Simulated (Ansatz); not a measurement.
**Computed paths: Ta-vacancy pair in fcc Ag, neutral cell**

Defect: Ta-vacancy pair (Ta on one host Ag site, one Ag site vacant) in fcc Ag, neutral cell. Level of theory: PBE, PAW (plane waves to 420 eV; Ansatz, a first-principles code).

32-site cell at the relaxed PBE lattice, a 2×2×2 k-point mesh shifted by half a step, smearing 0.10 eV, spin-restricted, no finite-size correction. No zero-point or tunnelling terms. Spin-orbit coupling is left out. Forms of the defect that were not tried may lie lower.

Barriers: single points on a 4×4×4 k-point mesh shifted by half a step at the bands' geometries (they differ from the bands' own by up to 0.33 eV, and are uncertain by about as much).

```json
[
 {"Route": "a nearby Ag atom hops onto the vacant site (Ta-vacancy distance between ideal sites 2.93 → 4.15 Å)", "Start site over the lowest site run (eV)": "0.15", "Hop (Å)": "2.85", "Forward barrier (eV)": "0.50", "Backward barrier (eV)": "0.64", "Neighbours at the start": "2 Ag at 2.88, 2 Ag at 2.89, 2 Ag at 2.93, 4 Ag at 2.95, Ag at 2.98 Å", "Neighbours at the saddle": "2 Ag at 2.69, 2 Ag at 2.72, Ag at 3.06, Ag at 3.20, Ag at 3.31; Ta at 3.22 Å", "Saddle order": "not checked, on a symmetry element", "Forward, on the band's own sampling (eV)": "0.39"},
 {"Route": "direct exchange of Ta with the vacancy (Ta-vacancy distance between ideal sites 2.93 Å throughout)", "Start site over the lowest site run (eV)": "0.15", "Hop (Å)": "2.97", "Forward barrier (eV)": "1.05", "Backward barrier (eV)": "1.05", "Neighbours at the start": "4 Ag at 2.88, Ag at 2.89, 6 Ag at 2.91 Å", "Neighbours at the saddle": "4 Ag at 2.72, 4 Ag at 3.10 Å", "Saddle order": "not checked, on a symmetry element", "Forward, on the band's own sampling (eV)": "1.38"}
]
```

Paths come from CI-NEB runs. Of the routes that converged and passed our checks, the lowest saddle point lies 0.64 eV above the lowest of the sites run (a nearby Ag atom hops onto the vacant site (Ta-vacancy distance between ideal sites 2.93 → 4.15 Å)); other sites, such as split forms, and other routes may lie lower. A band can be held on a symmetry element, so unchecked saddle points there may be too high.

The whole set of runs took around 1.8 core-hours (rough).
